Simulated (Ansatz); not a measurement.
The starting structures come from a database of crystals and need not be the phases stable at ambient conditions.

 Where the default PAW files enter, the runs use the earlier of Ansatz's two default sets.

**Evanescent states of KRb₂ScF₆ (Fm-3m, not sure to be the ambient phase, 10 atoms a cell, 19.5 Å³ an atom, -2 GPa at this level) along the normal of (001)**

Level of theory: r2SCAN (plane waves, PAW; Ansatz, a first-principles code).

The gap is the functional's own. No spin-orbit coupling. Mid-gap values are interpolated on the energy grid.

Energies count from the valence-band top; κ is the least over a 6×6 mesh across the current.

| E (eV) | κ (1/Å) | where |
|---|---|---|
| 0.16 | 0.277 | Γ |
| 0.48 | 0.347 | Γ |
| 0.80 | 0.393 | Γ |
| 1.12 | 0.427 | Γ |
| 1.44 | 0.453 | Γ |
| 1.76 | 0.473 | Γ |
| 2.08 | 0.489 | Γ |
| 2.40 | 0.501 | Γ |
| 2.72 | 0.509 | Γ |
| 3.04 | 0.514 | Γ |
| 3.36 | 0.516 | Γ |
| 3.68 | 0.515 | Γ |
| 4.00 | 0.510 | Γ |
| 4.32 | 0.501 | Γ |
| 4.64 | 0.488 | Γ |
| 4.96 | 0.470 | Γ |
| 5.28 | 0.447 | Γ |
| 5.60 | 0.417 | Γ |
| 5.92 | 0.381 | Γ |
| 6.24 | 0.335 | Γ |
| 6.56 | 0.275 | Γ |
| 6.88 | 0.190 | Γ |

Problem. How thick must the barrier be to attenuate the transmission by 10^8 when the electrodes' Fermi level lies at 2.40 eV, and what attenuation does that film give at 3.36 eV?

Solution. d = 8 ln 10 / (2 × 0.501) = 18.4 Å. At 3.36 eV it gives 8 × 0.516/0.501 = 8.2 decades.
